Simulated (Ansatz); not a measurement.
Consider SnPt$_{3}$ in the Cu3Au type structure (space group Pm-3m, No. 221; a = 4.007 Å; relaxed with 0.1 eV smearing). Axes: x, y, z lie along the cube axes.

Modification: uniaxial stress, 2 GPa compression along z, with the cell and atoms free to relax against it.

Levels (all Ansatz, a program for electronic structure, PAW): PBEsol (420 eV, no SOC); PBEsol+SOC (420 eV, spin-orbit coupling included).

The geometry is relaxed with PBEsol.

| Quantity | Value |
|---|---|
| PBEsol pressure | 0.7 GPa |

**Question.** Predict the pressure from PBEsol+SOC.

**Answer.** The pressure falls by 0.2 GPa (0.7 GPa → 0.5 GPa).

Single points use the geometry relaxed with PBEsol. The spin-orbit shifts are approximate. Load acts through the strain it causes; cell and atoms are relaxed under it. Stability under load was not tested beyond the relaxation. The runs without spin-orbit coupling are not spin-polarised.
